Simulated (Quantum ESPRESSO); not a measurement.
A working Quantum ESPRESSO input for ZrIn (R-3m, 2 atoms in the cell) (DFT, LDA (PZ), plane waves, GBRV 1.5 ultrasoft (LDA) pseudopotentials):

```fortran
&CONTROL
  calculation = 'scf'
  prefix = 'pwscf'
  outdir = './work'
  pseudo_dir = './'
  tprnfor = .true.
  tstress = .true.
/
&SYSTEM
  ibrav = 5
  A = 5.4518320316
  cosAB = 0.823776769829
  nat = 2
  ntyp = 2
  ecutwfc = 40
  ecutrho = 320
  occupations = 'smearing'
  smearing = 'gaussian'
  degauss = 0.019992
/
&ELECTRONS
  conv_thr = 1.0d-10
/
ATOMIC_SPECIES
Zr    91.2240  zr_lda_v1.uspp.F.UPF
In   114.8180  in_lda_v1.4.uspp.F.UPF
ATOMIC_POSITIONS {crystal}
Zr    0.5000000000    0.5000000000    0.5000000000
In    0.0000000000    0.0000000000    0.0000000000
K_POINTS {automatic}
8 8 8  0 0 0
```

The run converged in 10 iterations: free energy E − TS -3162.5004 eV; Fermi level (on the code's own zero) 12.57 eV; pressure -7.36 GPa. Each of these slips is then made, one at a time:

(1)
```diff
+  input_dft = 'tb09'
```

(2)
```diff
-ATOMIC_POSITIONS {crystal}
+ATOMIC_POSITIONS {cartesian}
```

Task: Predict the outcome of each change.

Result: 
(1) A functional that needs a library missing from this build. The program stopped before any SCF iteration.
```
Error in routine set_dft_from_name (2):
libxc needed for this functional
```

(2) A value that the program does not know. The program stopped before any SCF iteration.
```
Error in routine read_cards (1):
unknown option for ATOMIC_POSITION: ATOMIC_POSITIONS {CARTESIAN}
```

The starting cell comes from a database of computed structures (which also holds hypothetical and non-ambient phases and stackings), without a prior relaxation at this level. In the base run, with a pressure of about -7 GPa the cell is away from its equilibrium volume at this level.

Left out of this page: 2 runs of the series outside the window shown, repeating another row's setting, or not comparable; 1 run of the series stopped by limits of time or memory.
